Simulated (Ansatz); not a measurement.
Given:

End structure of a constructed model of the (0001) surface of hcp Mg, a layer of Si in place of the second plane (bottom of the slab: a bare face, its two planes held):

```xyz
6
Lattice="3.1990 0.0000 0.0000 -1.5995 2.7704 0.0000 0.0000 0.0000 29.0000" Properties=species:S:1:pos:R:3 pbc="T T T"
Mg     1.5995     0.9235     8.2061
Mg     0.0000     1.8470    10.7957
Mg     1.5995     0.9235    13.4242
Mg     0.0000     1.8470    16.0020
Si     1.5995     0.9235    18.1695
Mg     0.0000     1.8470    20.3732
```

Slab: 6 atoms, 12.6 Å thick at the start; k 13x13x1, smearing 0.1 eV, dipole-corrected; 2 atoms held, the rest relaxed; symmetry of the start imposed; no spin, no spin-orbit, no U. It is one candidate, not shown to be the stable structure of the face.

**Question.** What is the computed work function of the top face (PBE (Ansatz, a first-principles code))?

**Answer.** 3.89 eV
